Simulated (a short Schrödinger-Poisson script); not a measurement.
System: gated Al0.33Ga0.67As/GaAs modulation-doped gas, at 300 K.

| layer | material | thickness (nm) | Nd (cm⁻³) | Na (cm⁻³) |
|---|---|---|---|---|
| 1 | Al0.33Ga0.67As | 20 | - | - |
| 2 | Al0.33Ga0.67As | 10 | 7.5e17 | - |
| 3 | Al0.33Ga0.67As | 10 | - | - |
| 4 | GaAs | 6000 | - | 4e15 |

The device is made up for the run: typed textbook-type constants, with dimensions and the other settings drawn at random. Al0.33Ga0.67As: permittivity 11.96, conduction-band edge (eV) 0.261, gap (eV) 1.836, electron mass (mₑ) 0.0944, Nv at 300 K (cm⁻³) 9e18. GaAs: permittivity 12.9, conduction-band edge (eV) 0, gap (eV) 1.424, Nv at 300 K (cm⁻³) 9e18.

Channel valleys (confinement mass, in-plane density-of-states mass, number): Γ 0.067, 0.067, 1. At the gate the conduction-band edge of layer 1 lies 1.01 eV − eVg above the Fermi level of the channel; the field vanishes at the back. The barrier under the gate holds no holes. Gaps are held at their typed values at every temperature. Mesh 0.08 nm at interfaces.

From a short Schrödinger-Poisson script (our own, NumPy): 1D Poisson equation in equilibrium, electrons quantum, Hartree plus LDA exchange-correlation (BenDaniel-Duke, 40 states a valley, the channel's in-plane mass for all, wave functions free to enter the barrier), parabolic valleys, classical holes, full ionisation, no traps, pinning or gate leakage.

The same stack at other levels of the model or other numerical settings:

```csv
run,sheet density of all electrons at Vg = 0.5 V (cm⁻²),rough cost against the base
base,2.72e9,about 1
"electrons treated as classical, Boltzmann",3.42e9,0.03
"electrons treated as classical, Fermi-Dirac",3.41e9,0.1
"electrons treated as quantum, Hartree",2.57e9,about 1
mesh six times as coarse,2.72e9,0.2
one subband a valley,1.91e9,0.2
```

The classical rows ignore confinement, and Boltzmann statistics overrate the density once the band edge passes the Fermi level.
